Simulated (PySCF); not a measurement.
PySCF 2.14.0, WB97X/def2-svp, df: Ta(O)(F)(OSiH3)2 ([O]=[Ta]([F])([O][SiH3])[O][SiH3]), 13 atoms. The geometry is a generated start, not checked to be a minimum at this level.

```
Quantity                                            Result
-------------------------  -------------------------------
task                                                energy
method                                               wb97x
basis                                             def2-svp
two-electron scheme                        density fitting
mol.max_memory                                     3000 MB
mf.max_cycle                                           100
mf.conv_tol                                1e-09 (default)
mf.grids.level                                 3 (default)
effective core potentials  those of the basis set, past Kr
basis functions                                        154
grid points                                         177728
```

```xyz
13

Ta    -0.4659     0.9385     0.4865
O     -0.8762     2.0149    -0.7858
F     -0.9795     1.7286     2.1259
O      1.3677     0.6370     0.4325
Si     2.9284     0.7526    -0.0239
H      3.5625     1.6486     0.9516
H      2.9574     1.2716    -1.3976
H      3.4556    -0.6171     0.0707
O     -1.3769    -0.6595     0.2138
Si    -2.4461    -1.7195    -0.4118
H     -1.8842    -3.0439    -0.1101
H     -2.5352    -1.4677    -1.8540
H     -3.7075    -1.4839     0.3022
```

Charge 0 and multiplicity 1 are set for this test and not shown to be the ground state.

With the defaults (mf.DIIS = CDIIS, mf.diis = true, mf.init_guess = minao, mf.diis_space = 8, mf.level_shift = 0, mf.damp = 0, mf.diis_start_cycle = 1, newton = off) it converges in 13 Fock builds. One run each on 2 threads, 1 BLAS thread, with these changes:
- mf.level_shift = 0.1 Hartree
- mf.level_shift = 1 Hartree
- newton = Hessian by the SCF's own integrals
- mf.diis_space = 20
- mf.init_guess = 1e
- mf.damp = 0.7, mf.diis_start_cycle = 8
- mf.DIIS = EDIIS
- mf.diis = false, mf.damp = 0.7, mf.diis_start_cycle = 999
- mf.diis = false

**Question.** Name the settings that don't reach the solution of the defaults.

**Answer.** No convergence: mf.DIIS = EDIIS; mf.diis = false (the run ends without SCF convergence in 100 cycles). The rest reach the solution of the defaults.

```tsv
setting	Fock builds	end
the defaults	13	same solution
mf.diis_space = 20	13	same solution
mf.level_shift = 0.1 Hartree	14	same solution
mf.damp = 0.7, mf.diis_start_cycle = 8	17	same solution
mf.init_guess = 1e	25	same solution
mf.level_shift = 1 Hartree	26	same solution
newton = Hessian by the SCF's own integrals	32	same solution
mf.diis = false, mf.damp = 0.7, mf.diis_start_cycle = 999	39	same solution
mf.DIIS = EDIIS	101	no convergence
mf.diis = false	101	no convergence
```

Under newton the count holds the products with the orbital Hessian.
